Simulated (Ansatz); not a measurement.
CdTe (F-43m): electron mass 0.0990 mₑ, hole mass 0.540 mₑ, dielectric constants ε∞ = 9.28 and ε₀ = 11.9, effective LO phonon energy 21 meV (band masses from r2SCAN with spin-orbit coupling, rigid bands in Ansatz, a program for electronic structure, cell and atoms relaxed with PBEsol; dielectric constants and zone-centre modes from Ansatz with LDA on its own relaxed cell).

**Question.** Estimate a shallow donor's binding energy, its radius and the Mott density in the hydrogenic model.

**Answer.** E_d = 13.606 eV × m/ε₀² = 9.51 meV and a = 0.0529 nm × ε₀/m = 6.36 nm; n^(1/3) a = 0.26 gives 6.8e16 cm⁻³. The orbit spans many cells, so the model is sensible.

**Question.** Bracket the exciton binding energy.

**Answer.** The reduced mass is 0.0837 mₑ, which gives 8.04 meV with ε₀ and 13.2 meV with ε∞. Both lie under the phonon energy, so the ions follow and the static value is the better guide.

Isotropic masses (harmonic means over directions) and a parabolic band; the masses carry the functional's gap error.
